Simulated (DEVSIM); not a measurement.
System: Schottky contact on n-type GaN, at 300 K.

Layer 1 from the left is GaN, thickness (μm) 18.0, Nd (cm⁻³) 1.5e17, τn (s) 1.1e-8, τp (s) 1.1e-7.

Left contact: Schottky, work function 5.29 eV, emission velocity 6.4e6 cm/s. Right contact: ohmic. Voltage is applied to the left contact. Recombination: SRH at mid-gap, radiative. Mobility is constant in doping.

Constants are typed, rounded textbook-type inputs, not results; the design itself was drawn at random and stands for no fabricated device. Values at 300 K.

GaN: gap (eV) 3.43, affinity (eV) 4.1, permittivity 9.5, Nc (cm⁻³) 2.3e18, Nv (cm⁻³) 4.6e19, μn (cm²/Vs) 1200, μp (cm²/Vs) 100, B (cm³/s) 1e-11.

Question: Estimate by hand the built-in potential, the peak field at zero bias, the capacitance at -0.6 V, and compare with a numerical solution.

Answer: 
- Built-in potential: barrier φB = 1.190 eV; Vbi = φB − kT/q ln(N_band/N) = 1.119 V; numerical 1.119 V.
- Peak field at zero bias: depletion approximation: W = √(2εVbi/(qN)) = 0.0885 μm with N = 1.50e17 cm⁻³; field = 2Vbi/W = 253000 V/cm; numerical 249000 V/cm (estimate above by 1.7 %).
- Capacitance at -0.6 V: C = √(qεN / 2(Vbi + |V|)) = 76.7 nF/cm²; numerical 77.2 nF/cm² (estimate below by 0.75 %).

Model (solved in DEVSIM): 1D drift-diffusion, Boltzmann statistics, complete ionisation; no tunnelling, impact ionisation, image-force lowering or self-heating. Metal contacts follow the ideal Schottky-Mott rule: no Fermi-level pinning, no interface dipoles.
